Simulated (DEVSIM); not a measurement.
Structure: W/AlN/n-Si capacitor, at 300 K.

```csv
layer (left to right),material,thickness (nm),Nd (cm⁻³)
1,AlN,2.60,-
2,Si,5500,1.1e16
```

Metal gate on the left, work function 4.6 eV. Fixed charge at the semiconductor interface 3.6e10 cm⁻² (in units of +e); no interface traps.

Constants are typed, rounded textbook-type inputs, not results; the design itself was drawn at random and stands for no fabricated device. Values at 300 K.

| parameter | AlN | Si |
|---|---|---|
| gap (eV) | 6.1 | 1.124 |
| affinity (eV) | 1.9 | 4.05 |
| permittivity | 8.5 | 11.7 |
| Nc (cm⁻³) | - | 2.86e19 |
| Nv (cm⁻³) | - | 3.1e19 |

Model (solved in DEVSIM): 1D Poisson equation in equilibrium, Boltzmann statistics, complete ionisation; no quantum confinement or tunnelling. Metal contacts follow the ideal Schottky-Mott rule: no Fermi-level pinning, no interface dipoles.

Problem. Tabulate band edges, carrier densities and field at -0.1 V on the gate.

Solution. Energies count from the Fermi level of the right contact; mesh points crowd at the junctions.

| x (μm) | Ec (eV) | Ev (eV) | n (cm⁻³) | p (cm⁻³) | field (V/cm) |
|---|---|---|---|---|---|
| 0.000 | 2.800 | -3.300 | < 1e2 | < 1e2 | -59000 |
| 0.0009474 | 2.794 | -3.306 | < 1e2 | < 1e2 | -59000 |
| 0.001896 | 2.789 | -3.311 | < 1e2 | < 1e2 | -59000 |
| 0.002769 | 0.634 | -0.490 | 6.4e8 | 1.8e11 | -37000 |
| 0.005239 | 0.625 | -0.499 | 9.1e8 | 1.3e11 | -37000 |
| 0.009723 | 0.609 | -0.515 | 1.7e9 | 6.8e10 | -36000 |
| 0.01890 | 0.576 | -0.548 | 5.9e9 | 2.0e10 | -34000 |
| 0.05135 | 0.474 | -0.650 | 3.1e11 | 3.7e8 | -29000 |
| 0.1066 | 0.340 | -0.784 | 5.5e13 | 2100000 | -19000 |
| 0.2308 | 0.216 | -0.908 | 6.8e15 | 17000 | -2900 |
| 0.5014 | 0.203 | -0.921 | 1.1e16 | 11000 | ≈ 0 |
| 1.383 | 0.203 | -0.921 | 1.1e16 | 11000 | ≈ 0 |
| 2.933 | 0.203 | -0.921 | 1.1e16 | 11000 | ≈ 0 |
| 4.324 | 0.203 | -0.921 | 1.1e16 | 11000 | ≈ 0 |
| 5.077 | 0.203 | -0.921 | 1.1e16 | 11000 | ≈ 0 |
| 5.308 | 0.203 | -0.921 | 1.1e16 | 11000 | ≈ 0 |
| 5.414 | 0.203 | -0.921 | 1.1e16 | 11000 | ≈ 0 |
| 5.463 | 0.203 | -0.921 | 1.1e16 | 11000 | ≈ 0 |
| 5.489 | 0.203 | -0.921 | 1.1e16 | 11000 | ≈ 0 |
| 5.497 | 0.203 | -0.921 | 1.1e16 | 11000 | ≈ 0 |
| 5.501 | 0.203 | -0.921 | 1.1e16 | 11000 | ≈ 0 |
| 5.503 | 0.203 | -0.921 | 1.1e16 | 11000 | ≈ 0 |
